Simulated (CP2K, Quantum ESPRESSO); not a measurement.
A CP2K input for a self-consistent single point of LuBi2ClO4 (P4/mmm, 8 atoms in the cell) (DFT LDA (Pade form), GPW, DZVP-MOLOPT-SR-GTH basis, GTH-PADE potentials (GTH_POTENTIALS)):

```
&GLOBAL
  PROJECT lubi2clo4
  RUN_TYPE ENERGY_FORCE
  PRINT_LEVEL LOW
&END GLOBAL
&FORCE_EVAL
  METHOD Quickstep
  STRESS_TENSOR ANALYTICAL
  &DFT
    BASIS_SET_FILE_NAME BASIS_MOLOPT
    BASIS_SET_FILE_NAME BASIS_MOLOPT_UCL
    POTENTIAL_FILE_NAME GTH_POTENTIALS
    &QS
      METHOD GPW
      EPS_DEFAULT 1E-10
    &END QS
    &MGRID
      CUTOFF 500
      REL_CUTOFF 60
      NGRIDS 5
    &END MGRID
    &SCF
      SCF_GUESS ATOMIC
      EPS_SCF 1E-7
      MAX_SCF 100
      ADDED_MOS 11
      &DIAGONALIZATION
        ALGORITHM STANDARD
      &END DIAGONALIZATION
      &MIXING
        METHOD BROYDEN_MIXING
        ALPHA 0.4
        NBUFFER 8
        BETA 1
      &END MIXING
    &END SCF
    &KPOINTS
      SCHEME MONKHORST-PACK 7 7 3
    &END KPOINTS
    &XC
      &XC_FUNCTIONAL PADE
      &END XC_FUNCTIONAL
    &END XC
    &PRINT
      &MO
        EIGENVALUES T
        OCCUPATION_NUMBERS T
        NDIGITS 8
        FILENAME mo
        &EACH
          QS_SCF 0
        &END EACH
        ADD_LAST NUMERIC
      &END MO
      &MULLIKEN OFF
      &END MULLIKEN
    &END PRINT
  &END DFT
  &SUBSYS
    &CELL
      ABC 3.85715000 3.85715000 9.01524000
      ALPHA_BETA_GAMMA 90.00000000 90.00000000 90.00000000
      PERIODIC XYZ
    &END CELL
    &COORD
      SCALED
      Lu       0.00000000     0.00000000     0.00000000
      Bi       0.50000000     0.50000000     0.27571000
      Bi       0.50000000     0.50000000     0.72429000
      Cl       0.00000000     0.00000000     0.50000000
      O        0.50000000     0.00000000     0.85157000
      O        0.50000000     0.00000000     0.14843000
      O        0.00000000     0.50000000     0.85157000
      O        0.00000000     0.50000000     0.14843000
    &END COORD
    &KIND Lu
      BASIS_SET DZVP-MOLOPT-SR-GTH-q25
      POTENTIAL GTH-PADE-q25
    &END KIND
    &KIND Bi
      BASIS_SET DZVP-MOLOPT-SR-GTH-q5
      POTENTIAL GTH-PADE-q5
    &END KIND
    &KIND Cl
      BASIS_SET DZVP-MOLOPT-SR-GTH-q7
      POTENTIAL GTH-PADE-q7
    &END KIND
    &KIND O
      BASIS_SET DZVP-MOLOPT-SR-GTH-q6
      POTENTIAL GTH-PADE-q6
    &END KIND
  &END SUBSYS
  &PRINT
    &FORCES ON
    &END FORCES
    &STRESS_TENSOR ON
    &END STRESS_TENSOR
  &END PRINT
&END FORCE_EVAL
```

Question: Give the Quantum ESPRESSO input for the same structure, mesh, smearing and functional.

Answer: This is the input that was run; spellings and numerical settings could be chosen otherwise.

```fortran
&CONTROL
    calculation = 'scf'
    outdir = './out'
    pseudo_dir = './'
    tprnfor = .true.
    tstress = .true.
/
&SYSTEM
    ibrav = 0
    nat = 8
    ntyp = 4
    ecutwfc = 65
    ecutrho = 520
    occupations = 'fixed'
    nbnd = 49
    input_dft = 'pz'
/
&ELECTRONS
    conv_thr = 1.0e-11
    mixing_beta = 0.3
/
ATOMIC_SPECIES
Lu   174.9668  Lu.GGA-PBE-paw-v1.0.UPF
Bi   208.9804  Bi_pbe_v1.uspp.F.UPF
Cl    35.4500  Cl.pbe-n-rrkjus_psl.1.0.0.UPF
O     15.9990  O.pbe-n-kjpaw_psl.0.1.UPF
ATOMIC_POSITIONS {crystal}
Lu    0.000000000    0.000000000    0.000000000
Bi    0.500000000    0.500000000    0.275710000
Bi    0.500000000    0.500000000    0.724290000
Cl    0.000000000    0.000000000    0.500000000
O     0.500000000    0.000000000    0.851570000
O     0.500000000    0.000000000    0.148430000
O     0.000000000    0.500000000    0.851570000
O     0.000000000    0.500000000    0.148430000
K_POINTS {automatic}
7 7 3  0 0 0
CELL_PARAMETERS {angstrom}
   3.857150000     0.000000000     0.000000000
   0.000000000     3.857150000     0.000000000
   0.000000000     0.000000000     9.015240000
```

Basis settings and potentials, where a program has them, do not carry over. This input uses DFT, LDA (PZ), plane waves, SSSP 1.1.2 precision (PBE) pseudopotentials. LDA parametrisations can differ slightly between programs.

The starting cell comes from a database of computed structures (which also holds hypothetical and non-ambient phases and stackings), without a prior relaxation at this level.
